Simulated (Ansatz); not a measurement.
The starting structures come from a database of crystals and need not be the phases stable at ambient conditions.

Tunnelling through a barrier is set by its complex band structure: the current falls as exp(−2κd) with the smallest κ.

Given:

```xyz
7
Lattice="6.2185 0.0000 0.0000 0.0000 11.9106 0.0000 3.1093 5.9553 3.1093" Properties=species:S:1:pos:R:3 pbc="T T T"
Cd     0.0000     0.0000     0.0000
Ga     6.2185     8.9329     3.1093
Ga     0.0000     5.9553     0.0000
Te     1.5224     7.5897     1.4100
Te     4.5193    10.2762     1.5869
Te     7.8054    13.5449     1.6992
Te     4.8085     4.3209     1.5224
```

Space group of this cell: I-4. The cell is taken as given.

Transport runs along the normal of the first two printed cell vectors, the (100) plane of the conventional cell.

The gap is the functional's own, uncorrected, and κ follows it; spin-orbit coupling is left out. Mid-gap values are interpolated between the computed energies.

### Question
State the band gap and the smallest decay constant κ at mid-gap according to r2SCAN (Ansatz, a program for electronic structure).

### Answer
Gap 1.59 eV on a 10×10×10 mesh; κ = 0.114 1/Å, at the zone centre.
